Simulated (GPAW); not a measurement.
A self-consistent single point of BiPt (P6_3/mmc, 4 atoms in the cell) with GPAW.

Method of the run: PBEsol, GPAW PAW datasets PBEsol (made by gpaw-setup) (plane waves; GPAW).

```
BiPt
1.0
    4.39676     0.00000     0.00000
   -2.19838     3.80771     0.00000
    0.00000     0.00000     5.55247
Bi Pt
2 2
Direct
  0.33333   0.66667   0.25000
  0.66667   0.33333   0.75000
  0.00000   0.00000   0.50000
  0.00000   0.00000   0.00000
```

Reference input (self-consistent single point, DFT LDA (Perdew-Wang 92), plane waves, GPAW PAW datasets LDA (gpaw-data 1.0.1)): mode = pw; ecut = 550 eV; xc = LDA; kpts = 7 7 5; mesh shift (steps) = 0 0 0; occupations.name = fermi-dirac; occupations.width = 0.1 eV; nbands = -10; symmetry.symmorphic = false; symmetry.tolerance = 0.0005; maxiter = 100. This run's input differs from it in these lines:

```diff
@@ -15,3 +15,3 @@
 calc = GPAW(mode=PW(550),
-            xc='LDA',
+            xc='PBEsol',
             kpts=(7, 7, 5),
```

Its files differ too (potentials: GPAW PAW datasets PBEsol (made by gpaw-setup)).

Log, with long lists cut:

```
     iter     time        total  log10-change:
                         energy   eigst   dens
iter:   1 --:--:--   -26.286484
iter:   2 --:--:--   -26.269858   -1.35  -1.51
iter:   3 --:--:--   -26.176401   -1.42  -1.52
iter:   4 --:--:--   -26.151737   -3.04  -1.83
iter:   5 --:--:--   -25.860448   -2.09  -1.87
iter:   6 --:--:--   -25.875976   -3.89  -2.49
iter:   7 --:--:--   -25.871922c  -3.75  -2.45
iter:   8 --:--:--   -25.859832c  -3.50  -2.55
iter:   9 --:--:--   -25.861142c  -3.62  -2.92
iter:  10 --:--:--   -25.859287c  -3.95  -2.73
iter:  11 --:--:--   -25.859182c  -5.37  -3.45
iter:  12 --:--:--   -25.859183c  -5.54  -3.52
iter:  13 --:--:--   -25.859194c  -6.62  -3.89
iter:  14 --:--:--   -25.859190c  -7.85c -4.04c
Converged after 14 iterations.

Dipole moment: (0.000000, -0.000000, 0.000000) |e|*Ang

Energy contributions relative to reference atoms: (reference = -2169858.974458)

Kinetic:        +11.970366
Potential:      -12.735879
External:        +0.000000
XC:             -20.796887
Entropy (-ST):   -0.063447
Local:           -4.265067
SIC:             +0.000000
--------------------------
Free energy:    -25.890913
Extrapolated:   -25.859190

Showing only first 2 kpts
 Kpt  Band  Eigenvalues  Occupancy
  0    29      8.96572    0.15383
  0    30      9.71796    0.00009
  0    31     10.38491    0.00000
  0    32     10.97400    0.00000

  1    29      9.16889    0.02161
  1    30      9.57078    0.00039
  1    31      9.57081    0.00039
  1    32     11.85385    0.00000

Fermi level: 8.71722

No gap
No difference between direct/indirect transitions
Energy (eV): -25.85919

Forces in eV/Ang:
  0 Bi    0.00000   -0.00000    0.00000
  1 Bi    0.00000    0.00000    0.00000
  2 Pt    0.00000    0.00000    0.00000
  3 Pt    0.00000   -0.00000    0.00000

Stress tensor:
     0.021910    -0.000000     0.000000
    -0.000000     0.021910     0.000000
     0.000000     0.000000     0.023122
Stress (GPa, Voigt): [ 3.5104  3.5104  3.7045  0.      0.     -0.    ]
```

The run converged in 14 iterations. GPAW prints stress with tension positive. Against the reference run the pressure goes from -6.24 to -3.58 GPa.

The starting cell comes from a database of computed structures (which also holds hypothetical and non-ambient phases and stackings), without a prior relaxation at this level. Its lattice was rescaled by a random factor within 2.5 % of one. Spin polarisation is off. With a pressure of about -4 GPa the cell is away from its equilibrium volume at this level.

Cost on one core of a shared machine: roughly 90 s.
